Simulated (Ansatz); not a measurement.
The starting structures come from a database of crystals and need not be the phases stable at ambient conditions.

By PBEsol, the system below comes out a metal.

Without scattering a metal conducts by its projected Fermi surface.

Consider the following.

```xyz
2
Lattice="3.4179 0.0000 0.0000 0.0000 3.4179 0.0000 0.0000 0.0000 3.4179" Properties=species:S:1:pos:R:3 pbc="T T T"
Y      1.7089     1.7089     1.7089
Rh     0.0000     0.0000     0.0000
```

Space group of this cell: Pm-3m, CsCl type. The cell is taken as given; by PBEsol its mean pressure is -3.5 GPa.

The current flows along the normal of the first two printed cell vectors, the (001) plane of the conventional cell. No spin-orbit coupling; the value is a mean over 0.1 eV about the Fermi level.

**Question.** Estimate the ballistic conductance per area that PBEsol (Ansatz, a program for electronic structure) returns for this system.

**Answer.** 0.49 × 10¹⁵ S/m² for both spins.
